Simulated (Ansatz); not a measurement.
SiC (Imm2), r2SCAN with spin-orbit coupling, rigid bands (Ansatz, a first-principles code): Condition of this run: uniaxial stress along [110] of -25 GPa (compression positive) (the target of the relaxation). band gap 1.00 eV, N_c = 5.21e18 cm⁻³ and N_v = 1.35e19 cm⁻³ at 300 K, conductivity masses along y (a = (0.07, 2.25, 2.12) Å; b = (2.25, 0.07, 2.12) Å; c = (2.32, 2.32, 0.00) Å) of 0.255 mₑ (electrons) and 0.672 mₑ (holes). Take k_BT = 0.02585 eV.

Question: Find the intrinsic carrier density and the intrinsic Fermi level.

Answer: n_i = √(N_c N_v) exp(−E_g/2k_BT) = 8.39e18 × exp(−19.34) = 3.3e10 cm⁻³. The level lies (k_BT/2) ln(N_v/N_c) = 12 meV from mid-gap (positive towards the conduction band). Each 0.1 eV added to the gap lowers n_i by a factor of 6.9.

Question: A film of it is 8 nm thick, with its normal along the direction named. Estimate the confinement energies in an infinite well.

Answer: ħ²π²/(2m t²) = 0.376 eV·nm²/(m/mₑ × t²) gives 23.0 meV for electrons and 8.74 meV for holes, so the gap would widen to about 1.03 eV. Finite barriers and nonparabolic bands lower this, and with several valleys or bands the heaviest mass along the normal sets the lowest level, not this average.

Question: What thermal injection velocity √(2k_BT/πm) limits a ballistic channel along the direction named?

Answer: 1.07e7 cm/s for electrons and 6.56e6 cm/s for holes, a ratio of √(m_h/m_e) = 1.62, for dilute carriers.

Rigid, parabolic bands with the computed gap; masses take one relaxation time for all states. Geometry: cell and atoms relaxed with PBEsol.
